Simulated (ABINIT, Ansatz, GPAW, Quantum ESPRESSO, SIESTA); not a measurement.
# One structure in several programs: Mg₆TiCo (Amm2, 8 atoms in the cell)

Self-consistent single point.

```yaml
crystal:
  lattice:
    - [4.71661, 0.00000, 0.00000]
    - [0.00000, 3.01837, 5.49984]
    - [0.00000, -3.01837, 5.49984]
  atoms:
    - { symbol: Mg, position: [0.00000, 0.82406, 0.34412] }
    - { symbol: Mg, position: [0.00000, 0.34412, 0.82406] }
    - { symbol: Mg, position: [0.00000, 0.32897, 0.32897] }
    - { symbol: Mg, position: [0.50000, 0.68208, 0.16122] }
    - { symbol: Mg, position: [0.50000, 0.16122, 0.68208] }
    - { symbol: Mg, position: [0.50000, 0.16700, 0.16700] }
    - { symbol: Ti, position: [0.50000, 0.69253, 0.69253] }
    - { symbol: Co, position: [0.00000, 0.80003, 0.80003] }
```

Shared settings, as Ansatz (a quantum-chemistry and plane-wave program) writes them: kpoints.mp_grid.grid = 4 3 3; scf.occupations.method = gaussian; scf.occupations.width = 0.1 eV. Potentials and cutoffs stand in the table.

| code | model | pressure (GPa) | largest force (eV/Å) | cutoff |
|---|---|---|---|---|
| ABINIT | LDA (PW92), PAW (JTH v2.0 LDA PAW) | -4.29 | 0.345 | 60 Ry |
| Ansatz | LDA (PW92), PAW files made with PBE | -4.36 | 0.354 | 420 eV |
| GPAW | LDA (Perdew-Wang 92), GPAW PAW datasets LDA (gpaw-data 1.0.1) | -4.36 | 0.337 | 850 eV |
| SIESTA | LDA PW92, numerical atomic orbitals DZP, PseudoDojo LDA standard norm-conserving potentials (rewritten from UPF to PSML) | -2.06 | 0.365 | grid 400 Ry |
| Quantum ESPRESSO | LDA (PZ), GBRV 1.5 ultrasoft (LDA) pseudopotentials | -4.47 | 0.356 | 50 Ry |

Size of the force on each atom (eV/Å): Sizes of forces hide their directions.

| code | Mg1 | Mg2 | Mg3 | Mg4 | Mg5 | Mg6 | Ti7 | Co8 |
|---|---|---|---|---|---|---|---|---|
| ABINIT | 0.180 | 0.180 | 0.009 | 0.102 | 0.102 | 0.004 | 0.276 | 0.345 |
| Ansatz | 0.185 | 0.185 | 0.009 | 0.105 | 0.105 | 0.003 | 0.282 | 0.354 |
| GPAW | 0.179 | 0.179 | 0.012 | 0.104 | 0.104 | 0.003 | 0.274 | 0.337 |
| SIESTA | 0.239 | 0.239 | 0.068 | 0.059 | 0.059 | 0.126 | 0.365 | 0.002 |
| Quantum ESPRESSO | 0.185 | 0.185 | 0.009 | 0.106 | 0.106 | 0.003 | 0.286 | 0.356 |

On Ansatz's run: spin polarisation is off.

The spread over the programs that give each value: pressure within 2.41 GPa; largest force within 0.028 eV/Å.

SIESTA uses small atom-centred bases, whose incompleteness enters pressures, forces and empty levels differently from a plane-wave cutoff. Ansatz's pressure is given at a fixed set of plane waves, as the other plane-wave codes print theirs. The same LDA comes in different parametrisations, which differ slightly. In the pressure, SIESTA (by 2.30) lies more than 1 GPa from the median of the plane-wave programs. In the force vectors, SIESTA (by 0.384) lies more than 0.08 eV/Å from the median of the plane-wave programs.

The shared mesh is coarse (it stands for a supercell whose shortest vector is 18 Å), so the values are not converged in it.

The starting cell comes from a database of computed structures (which also holds hypothetical and non-ambient phases and stackings), without a prior relaxation at this level.

Left out of this page: CP2K (unsound by tests on forces, stress, charge or solver warnings).

Keys are those of Ansatz 0.2.
